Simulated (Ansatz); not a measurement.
Consider Te (space group P3_121, No. 152; a = 4.6241 Å, c = 5.9034 Å; made of chains). Axes: x lies along a and z along c of the hexagonal cell.

Method: r2SCAN in Ansatz (plane waves to 500 eV, PAW, without spin-orbit coupling).

Strains are applied to the cell and any free atomic positions relax; under biaxial strain the out-of-plane vector relaxes too.

One change was made to it. Results:

The band gap rises by 0.259 eV, from 0.55 eV to 0.80 eV; the electron mass changes from 0.089 mₑ along c, 0.11 mₑ across (at H) to 0.11 mₑ out of plane, 0.18 mₑ in plane (at H).

Which change produced these results?
A) biaxial strain +0.61 %, plane normal [001], relaxed out of plane
B) biaxial strain +1.64 %, plane normal [001], relaxed out of plane
C) biaxial strain +3.38 %, plane normal [001], relaxed out of plane

C, biaxial strain +3.38 %, plane normal [001], relaxed out of plane. For comparison, the band gap in the other runs: biaxial strain +1.64 %, plane normal [001], relaxed out of plane gives 0.68 eV; biaxial strain +0.61 %, plane normal [001], relaxed out of plane gives 0.59 eV.

With Te present, leaving out spin-orbit coupling can change the band edges. Effective masses come from finite differences of ±0.01 Å⁻¹. Whether these cells are dynamically stable was not tested. No dispersion term is included, though the crystal is made of layers, chains or molecules, so its spacings can come out too wide.

Ansatz is a first-principles code.
